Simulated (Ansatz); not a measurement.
Consider a periodic stack without vacuum, fcc Pt (1 1 1) on rock-salt PbTe (1 1 1) (film strained to the substrate, started from cuts of the bulks and a machine-learned relaxation; slabs Pb4Te4 and Pt12, which can lie off the formulas): substrate slab Pb4Te4, film Pt12, surface cells [[0, 1], [-1, 0]] and [[1, 1], [-2, 1]], film strained by -4.4 and -4.4 %, outermost planes Te/Pb and Pt/Pt as cut, which need not be the usual terminations and can put a slab off its formula. Its start:

```
CELL_PARAMETERS angstrom
      4.64655     0.00000    -0.07851
     -2.32328     4.02403     0.10034
      1.30662     0.72644    25.33558
ATOMIC_POSITIONS crystal
  Pb 0.10798 0.80049 0.12305
  Pb 0.42122 0.44283 0.27254
  Pb 0.69951 0.06655 0.42236
  Pb 0.92021 0.58503 0.57716
  Te 0.43971 0.47489 0.04733
  Te 0.76069 0.12252 0.19228
  Te 0.06313 0.75705 0.34254
  Te 0.33599 0.37220 0.49041
  Pt 0.89307 0.90643 0.66698
  Pt 0.55559 0.23121 0.66882
  Pt 0.23001 0.56864 0.66819
  Pt 0.19320 0.87670 0.76403
  Pt 0.86084 0.21034 0.76426
  Pt 0.52809 0.54457 0.76410
  Pt 0.49511 0.85203 0.86082
  Pt 0.16222 0.18544 0.86080
  Pt 0.82830 0.51847 0.86092
  Pt 0.80132 0.82985 0.95728
  Pt 0.46564 0.15872 0.95787
  Pt 0.13076 0.49414 0.95687
```

The start was prepared with a machine-learned potential, and the result is one local minimum, with the in-plane cell held and forces under 0.04 eV/Å; the film can end far from its bulk form.

All values below come from PBE (plane waves to 420 eV, PAW; Ansatz, a quantum-chemistry and plane-wave program). Spin–orbit coupling is left out; the runs are not spin-polarised. Its k-point mesh 8×8×1, Fermi–Dirac width 0.05 eV.

Problem. Predict the relaxed interface.

Solution. 
- interface area: 18.7 Å²
- period: 25.37 Å
- heights between the nearest atoms of the two slabs at the two interfaces: 2.39 and 2.19 Å
- Pb–Pt contacts across the interfaces within 1.22 times the sum of covalent radii: 3, mean 2.87 Å
- Pt–Te contacts across the interfaces within 1.22 times the sum of covalent radii: 3, mean 2.70 Å
